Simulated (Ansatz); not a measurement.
**HfC: response to strain**

The reference is HfC in the rock salt structure (space group Fm-3m, No. 225; a = 4.641 Å; relaxed with 0.1 eV smearing). Axes: x, y, z lie along the cube axes.

Strains are applied to the cell and any free atomic positions relax.

Calculations: r2SCAN (Ansatz, a quantum-chemistry and plane-wave program), no spin-orbit coupling.

Candidates:
(a) isotropic strain −0.45 %
(b) isotropic strain −4.59 %
(c) tensor shear ε_xy = +3.17 %
(d) uniaxial strain ε_xx = −3.41 %
(e) strain tensor (xx, yy, zz, yz, xz, xy) = (+0.25, +0.96, +1.57, +0.41, −0.54, +0.41) %

Notes on the quantities. energy relative to the base: free energy F.

**Question.** Order them by energy relative to the base, highest first.

**Answer.** (b) isotropic strain −4.59 % (+0.207 eV/atom), (c) tensor shear ε_xy = +3.17 % (+29 meV/atom), (d) uniaxial strain ε_xx = −3.41 % (+27 meV/atom), (e) strain tensor (xx, yy, zz, yz, xz, xy) = (+0.25, +0.96, +1.57, +0.41, −0.54, +0.41) % (+10 meV/atom), (a) isotropic strain −0.45 % (+1.8 meV/atom)

No phonon test of stability was made. All final runs are without spin polarisation.
